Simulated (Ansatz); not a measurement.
# Effective masses and thermopower of InP (F-43m)

Consider the following.

```
InP
1.0
    0.00000     2.93940     2.93940
    2.93940     0.00000     2.93940
    2.93940     2.93940     0.00000
In P
1 1
Cartesian
  0.00000   0.00000   0.00000
  1.46970   1.46970   1.46970
```

Calculation: HSE06 with spin-orbit coupling, rigid bands (plane waves, PAW; Ansatz, an electronic-structure program). Cell: cell and atoms relaxed with PBEsol.

```json
{
  "band_gap": "1.41 eV",
  "electron conductivity mass (300 K, dilute)": "0.095 mₑ",
  "hole conductivity mass (300 K, dilute)": "0.54 mₑ",
  "effective density of states N_c (300 K)": "6.8e17 cm⁻³",
  "effective density of states N_v (300 K)": "2.2e19 cm⁻³",
  "density_of_states_mass_electrons": "0.090 mₑ",
  "density_of_states_mass_holes": "0.90 mₑ",
  "Seebeck coefficient, n-type 1e19 cm⁻³, 300 K": "-61 μV/K",
  "Seebeck coefficient, p-type 1e19 cm⁻³, 300 K": "304 μV/K",
  "best p-type power factor at 300 K for τ = 10 fs (best axis; densities from 1e16 to 1e21 cm⁻³ tried, whether or not they can be reached)": "12.4 μW/(cm·K²) at 3e20 cm⁻³"
}
```

Rigid bands; masses and Seebeck coefficients take one relaxation time τ for all states and one kind of carrier; polarons and phonon drag are left out. Geometry: cell and atoms relaxed with PBEsol.
